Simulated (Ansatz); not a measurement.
## Effect of isotropic strain −0.75 % on Al2O3

The parent structure is Al2O3 in the corundum structure (space group R-3c, No. 167; a = 4.8088 Å, c = 13.1238 Å (hexagonal axes)).

One thing is altered: every lattice vector is shortened by 0.75 %, atoms relaxed at fixed cell.

All numbers come from Ansatz (a program for electronic structure), PBE, PAW, cutoff 420 eV, without spin-orbit coupling. Γ-centred 8×8×8 mesh, Fermi–Dirac width 0.05 eV.

| quantity | base | changed | shift |
|---|---|---|---|
| volume per atom | 8.76 Å³ | 8.57 Å³ | -0.196 Å³ |
| space group | R-3c (No. 167) | R-3c (No. 167) | – |
| shortest interatomic distance | 1.874 Å | 1.860 Å | -0.014 Å |
| energy relative to the base (free energy F) | 0 meV/atom | +3.3 meV/atom | +3.3 meV/atom |
| pressure (mean of the normal stresses, compression positive) | 0.00 GPa | 5.45 GPa | +5.45 GPa |
| band gap | 5.85 eV | 6.13 eV | +0.28 eV |
| gap character | direct at Γ | direct at Γ | – |
| mean gap deformation potential ΔEg/Δln V | – | -12.3 eV | – |
| width of the top valence band | 0.60 eV | 0.62 eV | +0.02 eV |
| electron mass | 0.38 mₑ along c, 0.36 mₑ across (at Γ) | 0.40 mₑ along c, 0.37 mₑ across (at Γ) | – |
| valence-band top at Γ (three highest levels, from the VBM) | 0.00, -0.03, -0.03 eV | 0.00, -0.04, -0.04 eV | – |

Final structure:

```
CELL_PARAMETERS angstrom
      2.38638     1.37778     4.34181
     -2.38638     1.37778     4.34181
      0.00000    -2.75555     4.34181
ATOMIC_POSITIONS crystal
  Al 0.64791 0.64791 0.64791
  Al 0.14791 0.14791 0.14791
  Al 0.35209 0.35209 0.35209
  Al 0.85209 0.85209 0.85209
  O  0.75000 0.44364 0.05636
  O  0.05636 0.75000 0.44364
  O  0.25000 0.55636 0.94364
  O  0.55636 0.94364 0.25000
  O  0.94364 0.25000 0.55636
  O  0.44364 0.05636 0.75000
```

Masses are band curvatures over ±0.01 Å⁻¹ around the edge. Gaps are read on the SCF mesh and a high-symmetry path. No phonon test of stability was made.
